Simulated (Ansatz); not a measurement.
# A computed series for Tl2HgSiSe4: pressure series

Consider Tl2HgSiSe4 (space group I-42m, No. 121; a cell from a computed database, its experimental status unchecked).

```yaml
crystal:
  lattice:
    - [-3.95989, 3.95989, 3.34007]
    - [3.95989, -3.95989, 3.34007]
    - [3.95989, 3.95989, -3.34007]
  atoms:
    - { symbol: Tl, position: [0.50000, 0.00000, 0.50000] }
    - { symbol: Tl, position: [0.00000, 0.50000, 0.50000] }
    - { symbol: Si, position: [0.00000, 0.00000, 0.00000] }
    - { symbol: Hg, position: [0.50000, 0.50000, 0.00000] }
    - { symbol: Se, position: [0.95717, 0.62792, 0.00000] }
    - { symbol: Se, position: [0.37208, 0.37208, 0.32925] }
    - { symbol: Se, position: [0.62792, 0.95717, 0.00000] }
    - { symbol: Se, position: [0.04283, 0.04283, 0.67075] }
```

Cell and atoms are relaxed at each pressure.

Computed with PBEsol (Ansatz, an electronic-structure program; PAW; 420 eV plane waves; spin-orbit coupling left out).

Computed cases, in order: pressure −2 GPa; pressure −1 GPa; 0 GPa (base); pressure 0.9 GPa; pressure 2.1 GPa; pressure 4.5 GPa; pressure 9 GPa; pressure 15 GPa; pressure 22.5 GPa; pressure 30 GPa.

Q: Between which two neighbouring cases does the band gap open or close?

A: Between pressure 4.5 GPa (0.25 eV) and pressure 9 GPa (zero). The whole series: pressure −2 GPa: 0.83 eV; pressure −1 GPa: 0.74 eV; 0 GPa (base): 0.64 eV; pressure 0.9 GPa: 0.55 eV; pressure 2.1 GPa: 0.44 eV; pressure 4.5 GPa: 0.25 eV; pressure 9 GPa: zero; pressure 15 GPa: zero; pressure 22.5 GPa: zero; pressure 30 GPa: zero.

The mesh was chosen for an insulator and is coarse for the gapless case. With Hg and Tl present, leaving out spin-orbit coupling can change the band edges. Load acts through the strain it causes; cell and atoms are relaxed under it. No phonon test of stability was made. Competing high-pressure phases were not computed. All final runs are without spin polarisation. A zero or small gap of Tl2HgSiSe4 under pressure 4.5 GPa, Tl2HgSiSe4 under pressure 9 GPa, Tl2HgSiSe4 under pressure 15 GPa and Tl2HgSiSe4 under pressure 22.5 GPa can be the functional's error rather than a property of the material.
